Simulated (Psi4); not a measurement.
Psi4 1.11, WB97X/def2-svp: Ta(F)4(SH) ([F][Ta]([F])([F])([F])[SH]), 7 atoms. The geometry is a generated start, not checked to be a minimum at this level.

```yaml
task: energy
method: wb97x
basis: def2-svp
memory: 3 GB
maxiter: 100
keys_of_the_molecule_block: symmetry c1
scf_type: df (default)
diis_max_vecs: 10 (default)
e_convergence: 1e-06 (default)
d_convergence: 1e-06 (default)
dft_radial_points: 75 (default)
dft_spherical_points: 302 (default)
effective_core_potentials: those of the basis set, past Kr
basis_functions: 111
grid_points: 152114
```

```xyz
7

Ta     0.4375     0.4270    -0.0633
F      1.1157    -0.9068     0.9541
F     -0.2706     1.7194    -1.0810
F     -0.0454     1.2888     1.4676
F      1.7121     0.1045    -1.3311
S     -1.4791    -0.9630    -0.5363
H     -1.4701    -1.6699     0.5900
```

Charge 0 and multiplicity 1 are set for this test and not shown to be the ground state.

With the defaults (damping_percentage = 0, diis = true, scf_initial_accelerator = adiis, soscf = false, soscf_start_convergence = 0.01, level_shift = 0, level_shift_cutoff = 0.01, guess = auto, which took SAD) it converges in 10 SCF iterations. One run each on 2 threads, with these changes:
- level_shift = 0.1, level_shift_cutoff = 0.001
- damping_percentage = 60
- level_shift = 0.5, level_shift_cutoff = 0.001
- scf_initial_accelerator = none
- guess = sap
- soscf = true, soscf_start_convergence = 0.001
- guess = core
- damping_percentage = 20
- damping_percentage = 60, diis = false, scf_initial_accelerator = none

Which runs fail or end elsewhere than the default run?

No convergence: damping_percentage = 60; damping_percentage = 60, diis = false, scf_initial_accelerator = none (the run ends without SCF convergence in 100 iterations). The rest reach the solution of the defaults.

```tsv
setting	SCF iterations	JK calls	end
soscf = true, soscf_start_convergence = 0.001	7	23	same solution
the defaults	10	11	same solution
level_shift = 0.1, level_shift_cutoff = 0.001	10	11	same solution
scf_initial_accelerator = none	10	11	same solution
level_shift = 0.5, level_shift_cutoff = 0.001	11	12	same solution
guess = sap	12	12	same solution
guess = core	15	15	same solution
damping_percentage = 20	17	18	same solution
damping_percentage = 60	100	101	no convergence
damping_percentage = 60, diis = false, scf_initial_accelerator = none	100	101	no convergence
```

An SOSCF iteration holds several JK calls; a Hückel guess adds calls on atoms.
